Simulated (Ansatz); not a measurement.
Consider GaSe in the beta-GaS type structure (space group P6_3/mmc, No. 194; a = 3.769 Å, c = 15.960 Å; layered, stacked along the Cartesian z axis). Axes: x lies along a and z along c of the hexagonal cell.

All numbers come from PBE-D3(BJ), PAW, 420 eV (Ansatz, an electronic-structure program; no SOC).

Base values:

- Shortest interatomic distance: 2.444 Å

Modification: uniaxial stress, 8 GPa compression along z, with the cell and atoms free to relax against it.

Task: What happens to the shortest interatomic distance, strain response and energy relative to the base?

Result: The shortest interatomic distance falls by 0.070 Å to 2.374 Å; the strain response (xx, yy, zz) comes out as (+2.55, +2.55, −11.51) %; the energy goes up by 63 meV/atom.

Beyond what the load breaks, stability against distortions was not tested.
